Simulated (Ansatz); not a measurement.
Start from SiO2 in the rutile structure (space group P4_2/mnm, No. 136).

```
SiO2
1.0
    4.23608     0.00000     0.00000
    0.00000     4.23608     0.00000
    0.00000     0.00000     2.69045
Si O
2 4
Direct
  0.00000   0.00000   0.00000
  0.50000   0.50000   0.50000
  0.30698   0.30698   0.00000
  0.80698   0.19302   0.50000
  0.19302   0.80698   0.50000
  0.69302   0.69302   0.00000
```

The values are results of Kohn–Sham DFT with the PBE functional, run in Ansatz (a first-principles code) with PAW and 420 eV plane waves, without spin-orbit coupling, not measurements.

Before the change:

| Quantity | Result |
|---|---|
| Pressure | 0.01 GPa |
| Valence-band top at Γ | 0.00, -0.85, -0.85 eV |
| Hole mass | 1.9 mₑ along c, 1.1 mₑ across (at Γ) |

Modification: the cell is scaled by 1.0300 in all directions, atoms relaxed at fixed cell.

Problem. What does the calculation give for the pressure, mean gap deformation potential ΔEg/Δln V, valence-band top at Γ and hole mass after the change?

Solution. The pressure (mean of the normal stresses, compression positive) decreases by 20.11 GPa to -20.10 GPa; the mean gap deformation potential ΔEg/Δln V is -14.8 eV; the valence-band top at Γ (three highest levels, from the VBM) goes from 0.00, -0.85, -0.85 eV to 0.00, -0.75, -0.75 eV; the hole mass becomes 2.3 mₑ along c, 1.1 mₑ across (at Γ) (base: 1.9 mₑ along c, 1.1 mₑ across (at Γ)).

The cells carry an imposed strain or load. Effective masses come from finite differences of ±0.01 Å⁻¹. No phonon test of stability was made.
